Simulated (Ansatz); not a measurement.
Results of PBE in Ansatz (PAW) for SiO2 (P4₁2₁2, No. 92).

Settings: plane-wave cutoff 520 eV, 8×8×6 k mesh (along the axes of the cell as run), Fermi–Dirac smearing 0.01 eV, scalar-relativistic PAW data made under PBE.

Computed at the level's own relaxed cell.

### Question
Give the computed lattice parameter a and c axis length.

### Answer

- lattice parameter a = 5.082 Å
- c axis length = 7.098 Å

Note: the volume lies 7 % above that of the published cell.

Cost on a shared machine: roughly 8 core-minutes.

Ansatz is an electronic-structure program.
